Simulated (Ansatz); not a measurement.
The parent structure is SbP in the rock salt structure (space group Fm-3m, No. 225; a = 5.634 Å; a hypothetical phase, not in the database extracts checked; relaxed with 0.1 eV smearing). Axes: x, y, z lie along the cube axes.

The values are results of PBE (Ansatz, an electronic-structure program), no SOC, not measurements.

Strains are applied to the cell and any free atomic positions relax.

One change was made to it. Results:

The pressure goes from zero to -7.9 GPa; the energy goes up by 97 meV/atom.

Problem. What was done to the base?
A. isotropic strain +4.92 %
B. tensor shear ε_yz = −0.26 %
C. isotropic strain +2.63 %

Solution. A, isotropic strain +4.92 %. For comparison, the energy relative to the base in the other runs: tensor shear ε_yz = −0.26 % gives 0.0 meV/atom; isotropic strain +2.63 % gives +30 meV/atom.

No phonon test of stability was made. The final runs are not spin-polarised.
